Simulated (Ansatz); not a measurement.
We consider L1₂ (Cu3Au-type) Pt₃Ti, described by Hartree–Fock in Ansatz (plane waves, PAW).

Run with plane-wave cutoff 460 eV, 8×8×8 k mesh, Fermi–Dirac smearing 0.05 eV, no spin polarisation, scalar-relativistic PAW data made under PBE.

The volume scan:

```json
[
 {"V (Å³/atom)": "14.697", "E − E_lowest (meV/atom)": "36.28", "P (GPa)": "15.13"},
 {"V (Å³/atom)": "14.899", "E − E_lowest (meV/atom)": "19.90", "P (GPa)": "10.90"},
 {"V (Å³/atom)": "15.084", "E − E_lowest (meV/atom)": "9.41", "P (GPa)": "7.32"},
 {"V (Å³/atom)": "15.470", "E − E_lowest (meV/atom)": "0.00", "P (GPa)": "0.63"},
 {"V (Å³/atom)": "15.857", "E − E_lowest (meV/atom)": "5.59", "P (GPa)": "-5.11"},
 {"V (Å³/atom)": "16.244", "E − E_lowest (meV/atom)": "23.98", "P (GPa)": "-10.02"}
]
```

### Question
Estimate the bulk modulus from the pressures at 15.084 and 15.857 Å³/atom, and compare it with a fit to all energies.

### Answer
B = −V dP/dV. Between V = 15.084 and 15.857 Å³/atom, dP/dV = (-5.11 − (7.32))/(15.857 − 15.084) = -16.1 GPa per Å³/atom; at the midpoint 15.470 Å³/atom this gives B ≈ 249 GPa. The third-order Birch–Murnaghan fit gives V0 = 15.510 Å³/atom, B0 = 244 GPa, B′ = 5.2, which lies 2 % below that estimate.

Measured, for comparison: equilibrium volume per atom 15.01 Å³/atom (temperature not stated, no zero-point or thermal correction; as tabulated in Molecular Dynamics Simulations of PtTi High-Temperature Shape Memory Alloys …). Computed (rounded) less measured: equilibrium volume per atom +3.3 %.

Note: the run has no spin polarisation, so it can have missed a magnetic state.

Spin–orbit coupling is not included.

Ansatz is an electronic-structure program.
